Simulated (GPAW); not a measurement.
## Equation of state of rock-salt MgS (space group 225): energy against volume (GPAW, PBE)

```
MgS
1.0
    0.00000     2.55377     2.55377
    2.55377     0.00000     2.55377
    2.55377     2.55377     0.00000
Mg S
1 1
Direct
  0.00000   0.00000   0.00000
  0.50000   0.50000   0.50000
```

Method of the run: PBE, GPAW PAW datasets PBE (gpaw-data 1.0.1) (plane waves; GPAW). Settings: mode = pw; ecut = 780 eV; xc = PBE; kpts = 11 11 11; mesh shift (steps) = 0 0 0; occupations.name = fermi-dirac; occupations.width = 0.01 eV; nbands = -8; convergence.density = 1e-05 e/electron; convergence.energy = 1e-05 eV/electron; convergence.bands = -6; symmetry.symmorphic = false; symmetry.tolerance = 0.0005; maxiter = 100. The cell above is the first row's. The rows scale it uniformly. In all rows fractional positions and the k mesh are held. E is the free energy at the stated smearing, counted from the lowest row.

```csv
V (Å^3/atom),E (meV/atom)
16.655,?
17.017,9.89
17.379,2.99
17.741,0.00
18.103,0.53
18.465,4.23
18.827,10.81
19.189,19.96
19.552,31.45
```

Q: Fit E against V with the third-order Birch-Murnaghan form, a cubic in V^(-2/3), and predict the withheld value at V = 16.655.

A: With u = V^(-2/3) - 0.144, the rows have u = 0.007151, 0.005045, 0.003010, 0.001044, -0.000858, -0.002699, -0.004482, -0.006214. Least squares gives E = 2.178 - 2030.19·u + 432983·u² + 246154·u³. Residuals (row less fit): -0.001, 0.002, 0.003, -0.001, -0.008, 0.003, 0.007, -0.004; standard error 0.006 (degrees of freedom: 4). Its minimum lies at u = 0.002340, so V0 = (0.146340)^(-3/2) = 17.86. There d²E/du² = 869400 and d³E/du³ = 1477000, so B0 = (4/9) × 17.86^(-7/3) × 869400 × 0.160218 = 74.2 GPa (the last factor turns the table's units into GPa), and B0' = 4 + (2/3) × 0.146340 × (1477000)/869400 = 4.2. The program's pressures in the fitted runs (not shown) pass through zero at V = 17.86, 0.04 % from this V0. At the withheld row, u = 0.009333, so E = 2.178 - 2030.19 × 0.009333 + 432983 × 0.009333² + 246154 × 0.009333³ = 21.145 meV/atom. The calculation gives 21.12 meV/atom, 0.025 meV/atom below the prediction (0.1 % of the range of E in the table). The row lies outside the fitted rows, so this is an extrapolation. From the scatter of the fitted rows alone, a prediction at this place has a standard error of 0.019 meV/atom, so the miss is 1.3 times that.

Carrying the step between the two nearest rows on in a straight line would have given 16.79, off by 4.33; series whose last step already gives the withheld value aren't shown. The scan was laid around a cell of about the measured size, scaled by a guess for this functional. The runs keep the symmetry of the cell, so they don't test it for distortions. Cutoffs and mesh are single choices, not tested for convergence of this quantity. Series with a scatter that would blur these digits, or in which a gap closes, are not shown. Nor are scans whose minimum lies at an end fitted in this form.
